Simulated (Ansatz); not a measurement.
Start from Au in the fcc (Cu type) structure (space group Fm-3m, No. 225).

Au is modelled in the cubic space group Fm-3m (No. 225), the fcc (Cu type) structure, Pearson symbol cF4. Conventional cell: a = b = c = 4.1241 Å, α = β = γ = 90.00°. Au on 4a has 12 Au at 2.916 Å (cuboctahedral). (Neighbours: up to the widest gap in distance over summed covalent radii, below 1.35, at either atom.)
(The calculation used a cell of 1 atom; values per cell refer to that cell.)

Level of theory: Kohn–Sham DFT with the r2SCAN functional, run in Ansatz (a first-principles code) with PAW and 500 eV plane waves, no spin-orbit coupling.

Base values:

The lattice parameter a is 4.124 Å.

Now apply this change: Rh takes the place of Au on all its sites, then cell and atoms are relaxed.

Q: Estimate the effect on the lattice parameter a.

A: The lattice parameter a drops by 0.324 Å to 3.800 Å.

Stability against distortions was not tested. All final runs are without spin polarisation.
